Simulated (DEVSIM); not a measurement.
System: Co/SiON/p-Si capacitor, at 300 K.

Layer 1 from the left is SiON, thickness (nm) 3.20. Layer 2 from the left is Si, thickness (nm) 790, Na (cm⁻³) 5.3e17.

Metal gate on the left, work function 5 eV. Fixed charge at the semiconductor interface -1.72e12 cm⁻² (in units of +e); no interface traps.

The device is made up for the run: typed textbook-type constants, with dimensions and the other settings drawn at random. Values at 300 K.

SiON: gap (eV) 7, affinity (eV) 1.4, permittivity 5.5. Si: gap (eV) 1.124, affinity (eV) 4.05, permittivity 11.7, Nc (cm⁻³) 2.86e19, Nv (cm⁻³) 3.1e19.

Simulated with DEVSIM: 1D Poisson equation in equilibrium, Boltzmann statistics, complete ionisation; no quantum confinement or tunnelling. Metal contacts follow the ideal Schottky-Mott rule: no Fermi-level pinning, no interface dipoles.

Q: What does the simulation give for the threshold voltage (band bending 2φF), the flat-band voltage, the minimum of the low-frequency capacitance?

A: threshold voltage (band bending 2φF) 1.29 V; flat-band voltage 0.11 V; minimum of the low-frequency capacitance 0.211 μF/cm².
